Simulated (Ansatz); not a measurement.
The starting structures come from a database of crystals and need not be the phases stable at ambient conditions.

Tunnelling through a barrier is set by its complex band structure: the current falls as exp(−2κd) with the smallest κ.

Consider the following.

```
Al2O3
1.0
    4.84693     0.00000     0.00000
    0.00000     7.08994     0.00000
    0.00000     0.00000     4.98540
Al O
8 12
Cartesian
  3.62478   2.76791   0.15210
  1.22215   4.32203   4.83330
  3.64562   0.77706   2.64480
  1.20131   6.31288   2.34060
  3.64562   6.31288   4.83330
  1.20131   0.77706   0.15210
  3.62478   4.32203   2.34060
  1.22215   2.76791   2.64480
  4.32821   4.63682   0.50841
  0.51872   2.45312   4.47699
  2.94218   5.99809   3.00111
  1.90475   1.09185   1.98429
  2.94218   1.09185   4.47699
  1.90475   5.99809   0.50841
  4.32821   2.45312   1.98429
  0.51872   4.63682   3.00111
  4.60749   0.00000   1.24635
  0.23944   0.00000   3.73905
  2.66290   3.54497   3.73905
  2.18403   3.54497   1.24635
```

Space group of this cell: Pbcn. The cell is taken as given; by PBEsol its mean pressure is -5.4 GPa.

Transport runs along the normal of the first two printed cell vectors.

No gap correction and no spin-orbit coupling; mid-gap values are interpolated between computed energies.

**Question.** Compute, with PBEsol run with Ansatz (a program for electronic structure), the band gap and the smallest decay constant κ at mid-gap.

**Answer.** Gap 5.23 eV on a 6×4×6 mesh; κ = 0.341 1/Å, at the zone centre.
